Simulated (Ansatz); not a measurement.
L1₀ (CuAu-type) FePt was calculated with PBEsol-D3(BJ) (PAW; Ansatz, a quantum-chemistry and plane-wave program).

Settings: plane-wave cutoff 520 eV, 20×20×16 k mesh (along the axes of the cell as run), Fermi–Dirac smearing 0.05 eV, spin-polarised with parallel moments, scalar-relativistic PAW data made under PBE.

Results at a series of volumes:

| V (Å³/atom) | E − E_lowest (meV/atom) | P (GPa) |
|---|---|---|
| 12.543 | 17.81 | 11.35 |
| 12.805 | 4.28 | 5.35 |
| 13.066 | 0.00 | 0.00 |
| 13.327 | 3.96 | -4.76 |
| 13.588 | 15.23 | -8.97 |

Task: Estimate the bulk modulus and its pressure derivative from these points.

Result: V0 = 13.066 Å³/atom, B0 = 252 GPa, B′ = 4.9 (fit to the energies at full precision).

Shape and atoms are relaxed at each volume.

Measured, for comparison: bulk modulus 208 GPa (room temperature, not corrected to a static lattice; as tabulated in First-principles calculations on Fe-Pt nanoclusters of various morphologies). Computed (rounded) less measured: bulk modulus +21 %.

Note: the bulk modulus comes from volumes at which shape and atoms were relaxed.

Spin–orbit coupling is not included.
